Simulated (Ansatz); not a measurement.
## SiO2, pressure series

Start from SiO2 (space group Imma, No. 74; a cell from a computed database, its experimental status unchecked).

```yaml
crystal:
  lattice:
    - [-2.63190, 4.78877, 4.45920]
    - [2.63190, -4.78877, 4.45920]
    - [2.63190, 4.78877, -4.45920]
  atoms:
    - { symbol: Si, position: [0.92916, 0.84466, 0.08449] }
    - { symbol: Si, position: [0.07084, 0.15534, 0.91551] }
    - { symbol: Si, position: [0.26017, 0.84466, 0.41551] }
    - { symbol: Si, position: [0.73983, 0.15534, 0.58449] }
    - { symbol: O, position: [0.13101, 0.88101, 0.25000] }
    - { symbol: O, position: [0.86899, 0.11899, 0.75000] }
    - { symbol: O, position: [0.79178, 0.50000, 0.79178] }
    - { symbol: O, position: [0.20822, 0.50000, 0.20822] }
    - { symbol: O, position: [0.20822, 0.00000, 0.70822] }
    - { symbol: O, position: [0.79178, 0.00000, 0.29178] }
    - { symbol: O, position: [0.00000, 0.00000, 0.00000] }
    - { symbol: O, position: [0.50000, 0.00000, 0.50000] }
```

Cell and atoms are relaxed at each pressure.

The values are results of plane-wave PAW DFT at the PBEsol level (Ansatz, a first-principles code, 420 eV), spin-orbit coupling left out, not measurements.

```
change            shortest interatomic distance  band gap     density
----------------  -----------------------------  --------  ----------
base                                 3.032 bohr   5.50 eV  1.78 g/cm³
pressure −2 GPa                      3.051 bohr   5.47 eV  1.72 g/cm³
pressure −1 GPa                      3.041 bohr   5.49 eV  1.74 g/cm³
pressure 0.3 GPa                     3.030 bohr   5.49 eV  1.81 g/cm³
pressure 0.7 GPa                     3.029 bohr   5.49 eV  1.90 g/cm³
pressure 3 GPa                       3.023 bohr   5.51 eV  2.25 g/cm³
pressure 5 GPa                       3.015 bohr   5.52 eV  2.34 g/cm³
pressure 7.5 GPa                     3.004 bohr   5.54 eV  2.42 g/cm³
pressure 10 GPa                      2.995 bohr   5.54 eV  2.49 g/cm³
```

Load acts through the strain it causes; cell and atoms are relaxed under it. Stability against distortions was not tested. No other phases were tried under pressure.
